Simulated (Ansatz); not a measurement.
We consider SiO2 (model structure, started from the tetragonal ZrO2 type, P4₂/nmc, No. 137, 6 atoms in the cell), described by LDA (PAW; Ansatz, a quantum-chemistry and plane-wave program).

Input:

Ansatz 0.2 input:
```yaml
crystal:
  lattice:
    - [2.8186891206, 0.0, 0.0]
    - [0.0, 2.8186891206, 0.0]
    - [0.0, 0.0, 7.6985261498]
  atoms:
    - { symbol: Si, position: [0.0, 0.0, 0.0] }
    - { symbol: Si, position: [0.5, 0.5, 0.5] }
    - { symbol: O, position: [0.0, 0.5, 0.1080398046] }
    - { symbol: O, position: [0.0, 0.5, 0.6080398046] }
    - { symbol: O, position: [0.5, 0.0, 0.3919601954] }
    - { symbol: O, position: [0.5, 0.0, 0.8919601954] }
basis:
  ecutwfc: 520
  ecutrho_ratio: 4
  xc_grid: 2
kpoints:
  mp_grid: { grid: [10, 10, 8] }
  band_path:
    path:
      - [0.0, 0.0, 0.0]
      - [0.0, 0.045455, 0.0]
      - [0.0, 0.090909, 0.0]
      - [0.0, 0.136364, 0.0]
      - [0.0, 0.181818, 0.0]
      - [0.0, 0.227273, 0.0]
      - [0.0, 0.272727, 0.0]
      - [0.0, 0.318182, 0.0]
      - [0.0, 0.363636, 0.0]
      - [0.0, 0.409091, 0.0]
      - [0.0, 0.454545, 0.0]
      - [0.0, 0.5, 0.0]
      - [0.045455, 0.5, 0.0]
      - [0.090909, 0.5, 0.0]
      - [0.136364, 0.5, 0.0]
      - [0.181818, 0.5, 0.0]
      - [0.227273, 0.5, 0.0]
      - [0.272727, 0.5, 0.0]
      - [0.318182, 0.5, 0.0]
      - [0.363636, 0.5, 0.0]
      - [0.409091, 0.5, 0.0]
      - [0.454545, 0.5, 0.0]
      - [0.5, 0.5, 0.0]
      - [0.46875, 0.46875, 0.0]
      - [0.4375, 0.4375, 0.0]
      - [0.40625, 0.40625, 0.0]
      - [0.375, 0.375, 0.0]
      - [0.34375, 0.34375, 0.0]
      - [0.3125, 0.3125, 0.0]
      - [0.28125, 0.28125, 0.0]
      - [0.25, 0.25, 0.0]
      - [0.21875, 0.21875, 0.0]
      - [0.1875, 0.1875, 0.0]
      - [0.15625, 0.15625, 0.0]
      - [0.125, 0.125, 0.0]
      - [0.09375, 0.09375, 0.0]
      - [0.0625, 0.0625, 0.0]
      - [0.03125, 0.03125, 0.0]
      - [0.0, 0.0, 0.166667]
      - [0.0, 0.0, 0.333333]
      - [0.0, 0.0, 0.5]
      - [0.0, 0.045455, 0.5]
      - [0.0, 0.090909, 0.5]
      - [0.0, 0.136364, 0.5]
      - [0.0, 0.181818, 0.5]
      - [0.0, 0.227273, 0.5]
      - [0.0, 0.272727, 0.5]
      - [0.0, 0.318182, 0.5]
      - [0.0, 0.363636, 0.5]
      - [0.0, 0.409091, 0.5]
      - [0.0, 0.454545, 0.5]
      - [0.0, 0.5, 0.5]
      - [0.045455, 0.5, 0.5]
      - [0.090909, 0.5, 0.5]
      - [0.136364, 0.5, 0.5]
      - [0.181818, 0.5, 0.5]
      - [0.227273, 0.5, 0.5]
      - [0.272727, 0.5, 0.5]
      - [0.318182, 0.5, 0.5]
      - [0.363636, 0.5, 0.5]
      - [0.409091, 0.5, 0.5]
      - [0.454545, 0.5, 0.5]
      - [0.5, 0.5, 0.5]
      - [0.46875, 0.46875, 0.5]
      - [0.4375, 0.4375, 0.5]
      - [0.40625, 0.40625, 0.5]
      - [0.375, 0.375, 0.5]
      - [0.34375, 0.34375, 0.5]
      - [0.3125, 0.3125, 0.5]
      - [0.28125, 0.28125, 0.5]
      - [0.25, 0.25, 0.5]
      - [0.21875, 0.21875, 0.5]
      - [0.1875, 0.1875, 0.5]
      - [0.15625, 0.15625, 0.5]
      - [0.125, 0.125, 0.5]
      - [0.09375, 0.09375, 0.5]
      - [0.0625, 0.0625, 0.5]
      - [0.03125, 0.03125, 0.5]
      - [0.0, 0.5, 0.166667]
      - [0.0, 0.5, 0.333333]
      - [0.5, 0.5, 0.166667]
      - [0.5, 0.5, 0.333333]
    npoints: 1
hamiltonian:
  xc: lda
  dispersion: none
  pseudopotentials: { kind: paw }
scf:
  occupations: { method: fermi_dirac, width: 0.01 }
  convergence: { dr2_threshold: 0.0000000006 }
output:
  forces: true
  stress: true
  eigenvalues: true
  write_bands: true
```

Output (set-up and result lines):

```
Crystal: 6 atoms, lattice volume = 61.165 Å³
Basis set: ecut = 520 eV, 1669 PW (Γ), exchange–correlation on 48×48×120 points (8 copies of the dense FFT grid, shifted against one another)
Bands: 22, of which v1, the nominal top of the filled ones, is band 16 counted from 1 (15 counted from 0)
Symmetry: 16 space group operations
Space group: P42/nmc (ITA 137), of the structure as read, at distance tolerance 3.9e-5 Å
k-points: 105 of 800
Functional: x = slater, c = lda
SCF iter   1: F=—  HF=-3444.213714 eV  |F-HF|=—  |Δ(HF+E_count)|=         —  Δρ=1.49e-2  dr2=1.17e-1
SCF iter   2: F=—  HF=-3444.179802 eV  |F-HF|=—  |Δ(HF+E_count)|=   3.39e-2  Δρ=4.18e-3  dr2=3.77e-3
  ...
SCF iter   6: F=—  HF=-3444.178272 eV  |F-HF|=—  |Δ(HF+E_count)|=   3.91e-7  Δρ=2.67e-6  dr2=3.09e-9
SCF iter   7: F=-3444.178272 eV  HF=-3444.178272 eV  |F-HF|=1.00e-11  |Δ(HF+E_count)|=  7.33e-10  Δρ=3.76e-7  dr2=5.58e-11
SCF 1 converged in 7 iterations: F = -3444.178272 eV  dr2 = 5.58e-11
SCF converged after 7 iterations
Free energy (F): -3444.178272 eV
Internal energy: -3444.178272 eV  (E = F + TS)
E sigma→0 (E₀):  -3444.178272 eV
Fermi energy:    7.491557 eV
--- Forces (eV/Å), atoms counted from 1 ---
  atom   1  Si     0.00000000     0.00000000    -0.00000000
  atom   2  Si     0.00000000     0.00000000     0.00000000
  atom   3  O      0.00000000     0.00000000     0.00063681
  atom   4  O      0.00000000     0.00000000     0.00063681
  atom   5  O      0.00000000     0.00000000    -0.00063681
  atom   6  O      0.00000000     0.00000000    -0.00063681
--- Stress (GPa, compression-positive) ---
        0.001290       0.000000       0.000000
        0.000000       0.001290       0.000000
        0.000000       0.000000       0.004601
  P = ⅓ Tr σ = 0.0024 GPa (0.024 kbar)
```

The PAW data were made under PBE.

Note: the relaxation could raise the start's symmetry but not lower it, so the cell can be a saddle point.

The result took around 18 core-seconds (rough).

A model structure was made by putting elements into a prototype or built by hand; it is no filed structure, need not be a known phase, and can be a saddle point held by its symmetry.
